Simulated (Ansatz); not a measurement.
Start from ZrS2 in the CdI2 type structure (space group P-3m1, No. 164; a = 3.6348 Å, c = 5.7197 Å; layered, stacked along the Cartesian z axis). Axes: x lies along a and z along c of the hexagonal cell.

Perturbation: biaxial strain +0.50 %, plane normal [001], relaxed out of plane (Cartesian); in-plane vectors clamped, the third vector and the atoms free.

Levels (all Ansatz, a program for electronic structure, PAW): PBE-D3(BJ) (420 eV, without spin-orbit coupling); r2SCAN (500 eV, no spin-orbit coupling); HSE06 (420 eV, no spin-orbit coupling); PBE+SOC (420 eV, with spin-orbit coupling).

One geometry, relaxed with PBE-D3(BJ), under each level:

The valence-band top lists the three highest levels at Γ (Kramers pairs under SOC), from the VBM.

```csv
level,band gap,lowest conduction level above the VBM at special points,valence-band top at Γ
PBE-D3(BJ),0.69 eV,L 0.69 eV; M 0.87 eV; A 1.33 eV; Γ 1.38 eV,"0.00, -0.28, -0.28 eV"
r2SCAN,(withheld),(withheld),–
HSE06,1.46 eV,L 1.46 eV; M 1.62 eV; A 2.18 eV; Γ 2.24 eV,–
PBE+SOC,0.68 eV,L 0.68 eV; M 0.86 eV; A 1.32 eV; Γ 1.37 eV,"0.00, -0.25, -0.34 eV"
```

Problem. Give the withheld r2SCAN results.

Solution. 
- r2SCAN, band gap: 0.99 eV
- r2SCAN, lowest conduction level above the VBM at special points: L 0.99 eV; M 1.16 eV; A 1.63 eV; Γ 1.68 eV

Single points use the geometry relaxed with PBE-D3(BJ). The hybrid gap comes from the SCF mesh plus the semilocal run's edge points and a few special points and is an upper bound. Differences between runs with and without spin-orbit coupling are approximate. No phonon test of stability was made.
